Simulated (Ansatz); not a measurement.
Take Eu in the bcc (W type) structure (space group Im-3m, No. 229; a = 4.4472 Å; ferromagnetic) as the base. Axes: x, y, z lie along the cube axes.

Level of theory: r2SCAN (Ansatz, a program for electronic structure, PAW, scalar-relativistic without spin-orbit coupling).

Base values:

| Item | Value |
|---|---|
| Magnetic state | ferromagnetic |

The change: a free-standing slab of 2 layers (2 atoms, 1 a layer) is cut normal to [110], with 15 Å of vacuum and the in-plane cell held at bulk.

Q: Predict the new excess energy per area of both faces.

A: The excess energy per area of both faces (slab less bulk energy over the cell's area: twice a surface energy) amounts to 0.99 J/m².

Q: How does this affect the magnetic state?

A: The magnetic state remains ferromagnetic.

The magnetic state is the one reached from the starting moments; the real material's order can differ, and small cells can't hold many antiferromagnetic ones. The state of the 4f shell was not checked for lower solutions. The excess energy carries the mismatch between the slab's and the bulk's meshes. Stability against distortions was not tested.
